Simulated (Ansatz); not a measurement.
A computed series for Rh: pressure series

The parent structure is Rh in the fcc (Cu type) structure (space group Fm-3m, No. 225).

```yaml
crystal:
  lattice:
    - [0.00000, 1.89000, 1.89000]
    - [1.89000, 0.00000, 1.89000]
    - [1.89000, 1.89000, 0.00000]
  atoms:
    - { symbol: Rh, position: [0.00000, 0.00000, 0.00000] }
```

Cell and atoms are relaxed at each pressure.

The values are results of plane-wave PAW DFT at the PBEsol level (Ansatz, a program for electronic structure, 420 eV), no spin-orbit coupling, not measurements.

```json
[
 {"P (GPa)": "-2.01", "V (Å³/atom)": "13.596"},
 {"P (GPa)": "-1.01", "V (Å³/atom)": "13.549"},
 {"P (GPa)": "0.90", "V (Å³/atom)": "13.462"},
 {"P (GPa)": "2.09", "V (Å³/atom)": "13.409"},
 {"P (GPa)": "4.50", "V (Å³/atom)": "13.306"},
 {"P (GPa)": "9.00", "V (Å³/atom)": "13.125"},
 {"P (GPa)": "15.00", "V (Å³/atom)": "12.905"},
 {"P (GPa)": "22.50", "V (Å³/atom)": "12.658"},
 {"P (GPa)": "30.00", "V (Å³/atom)": "12.435"}
]
```

Question: Fit a third-order Birch–Murnaghan equation of state.

Answer: Least squares on P(V) = (3B₀/2)[(V₀/V)^(7/3) − (V₀/V)^(5/3)]·[1 + (3/4)(B₀′ − 4)((V₀/V)^(2/3) − 1)] gives V₀ = 13.50 Å³/atom, B₀ = 296 GPa and B₀′ = 5.1.

Measured bulk modulus of Rh: 271 GPa (static lattice; corrected from measurement; as listed in H. Levämäki et al., Physical Review B (2014)); the computed value is 9 % above it.

Load acts through the strain it causes; cell and atoms are relaxed under it. Whether these cells are dynamically stable was not tested. No other phases were tried under pressure. All final runs are without spin polarisation.
